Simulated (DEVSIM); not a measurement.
Device: illuminated Si n-on-p cell, one wavelength, at 300 K.

| layer (left to right) | material | thickness (μm) | Nd (cm⁻³) | Na (cm⁻³) | τn (s) | τp (s) | absorption coefficient (cm⁻¹) |
|---|---|---|---|---|---|---|---|
| 1 | Si | 0.140 | 4e18 | - | 9e-7 | 1.5e-6 | 81000 |
| 2 | Si | 62.0 | - | 1.5e16 | 1.7e-6 | 1.7e-6 | 81000 |

Left contact: ohmic, minority hole recombination velocity 40 cm/s. Right contact: ohmic, minority electron recombination velocity 300 cm/s. Voltage is applied to the left contact. Recombination: SRH at mid-gap, radiative, Auger. Light enters at the left, 5.7e17 photons cm⁻² s⁻¹, one pass, no reflection. Mobility is μmin + (μ − μmin)/(1 + (N/Nref)^α).

The device is made up for the run: typed textbook-type constants, with dimensions and the other settings drawn at random. Values at 300 K.

```tsv
parameter	Si
gap (eV)	1.124
affinity (eV)	4.05
permittivity	11.7
Nc (cm⁻³)	2.86e19
Nv (cm⁻³)	3.1e19
μn (cm²/Vs)	1417
μp (cm²/Vs)	470
μn,min	52
μp,min	45
Nref,n	9.7e16
Nref,p	2.2e17
αn	0.68
αp	0.72
B (cm³/s)	4.7e-15
Cn (cm⁶/s)	2.8e-31
Cp (cm⁶/s)	9.9e-32
```

Model (solved in DEVSIM): 1D drift-diffusion, Boltzmann statistics, complete ionisation; no tunnelling, impact ionisation, image-force lowering or self-heating.

The photon flux was swept, all else fixed.

| photon flux (cm^-2 s^-1) | open-circuit voltage (V) | largest power (mW/cm²) | fill factor | short-circuit current (mA/cm²) |
|---|---|---|---|---|
| 1.7e16 | 0.526 | 1.15 | 0.81 | 2.71 |
| 5.7e16 | 0.558 | 4.14 | 0.82 | 9.09 |
| 1.7e17 | 0.586 | 13.1 | 0.82 | 27.1 |
| 5.7e17 | 0.618 | 46.7 | 0.83 | 90.9 |
| 1.7e18 | 0.647 | 146 | 0.83 | 271 |
| 5.7e18 | 0.681 | 517 | 0.83 | 909 |
| 1.7e19 | 0.715 | 1600 | 0.82 | 2710 |

From the first row to the last the open-circuit voltage goes from 0.526 to 0.715. From the first row to the last the largest power goes from 1.15 to 1600.
